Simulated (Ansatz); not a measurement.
The starting structures come from a database of crystals and need not be the phases stable at ambient conditions.

 Where the default PAW files enter, the runs use the earlier of Ansatz's two default sets.

Data:

```
CELL_PARAMETERS angstrom
      2.86155     0.00000     0.00000
      0.00000     4.26348     0.00000
      0.00000     0.00000     4.76997
ATOMIC_POSITIONS crystal
  Al 0.50000 0.72366 0.49112
  Al 0.00000 0.27634 0.99112
  H  0.50000 0.80549 0.97696
  H  0.00000 0.19451 0.47696
  O  0.00000 0.49748 0.64878
  O  0.50000 0.50252 0.14878
  O  0.00000 0.99906 0.34855
  O  0.50000 0.00094 0.84855
```

Space group of this cell: Pmn2_1. The cell is taken as given; by PBEsol its mean pressure is -4.8 GPa.

Transport runs along the normal of the first two printed cell vectors.

The gap is the functional's own. No spin-orbit coupling. Mid-gap values are interpolated on the energy grid.

Task: Estimate the band gap and the smallest decay constant κ at mid-gap that Ansatz (a first-principles code) with PBEsol returns for this system.

Result: Gap 5.56 eV on a 10×8×6 mesh; κ = 0.365 1/Å, at the zone centre.
